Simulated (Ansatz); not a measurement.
An Ansatz (a first-principles code) input (DFT with LDA, PAW potentials and a 420 eV plane-wave cutoff in Ansatz, without spin-orbit coupling):

Ansatz 0.2 input:
```yaml
crystal:
  lattice:
    - [0.0150959407, 2.6484106543, 2.6484106543]
    - [2.6484106543, 0.0150959407, 2.6484106543]
    - [2.663506595, 2.663506595, 0]
  atoms:
    - { symbol: Zn, position: [0, 0, 0] }
    - { symbol: S, position: [0.75, 0.75, 0.75] }
basis: { ecutwfc: 420, ecutrho_ratio: 4, xc_grid: 2, fft_grid_basis: typed }
kpoints: { mp_grid: { grid: [11, 11, 11] } }
hamiltonian:
  xc: lda
  dispersion: none
  pseudopotentials: { kind: paw }
scf: { occupations: { method: fermi_dirac, width: 0.05 }, convergence: { dr2_threshold: 0.0000000002 } }
relax: { f_tol: 0.005, max_steps: 50 }
output: { forces: true, stress: true }
checkpoint: { write: state.ck, write_every: 1000 }
```

Which symmetry and how many k-points will the program report, and about how many plane waves at Γ?

Space group Imm2 (ITA 44) with 4 operations, k-points 216 of 1331, and 725 plane waves at Γ.

The cells carry an imposed strain or load. Stability against distortions was not tested. The cell was made from ZnS in the zinc blende structure (space group F-43m, No. 216) by this change: tensor shear ε_xy = +0.57 %.
